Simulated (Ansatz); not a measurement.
Start from Hf in the hcp (Mg type) structure (space group P6_3/mmc, No. 194; a = 3.158 Å, c = 5.004 Å; relaxed with 0.1 eV smearing). Axes: x lies along a and z along c of the hexagonal cell.

Calculations: Ansatz (an electronic-structure program), PBEsol, PAW, cutoff 420 eV, no spin-orbit coupling, earlier PAW set.

For the base:

The shortest interatomic distance comes out as 3.096 Å.

Now apply this change: the cell is compressed by 5.26 % along z with no lateral relaxation, atoms relaxed at fixed cell.

**Question.** Predict the new energy relative to the base.

**Answer.** The energy rises by 43 meV/atom.

**Question.** Predict the new stress.

**Answer.** The stress (xx, yy, zz, yz, xz, xy; compression positive) is (4.5, 4.5, 12.6, 0.0, 0.0, 0.0) GPa.

**Question.** What happens to the shortest interatomic distance?

**Answer.** The shortest interatomic distance decreases by 0.105 Å, from 3.096 Å to 2.991 Å.

The cells carry an imposed strain or load. Whether these cells are dynamically stable was not tested. The final runs are not spin-polarised.
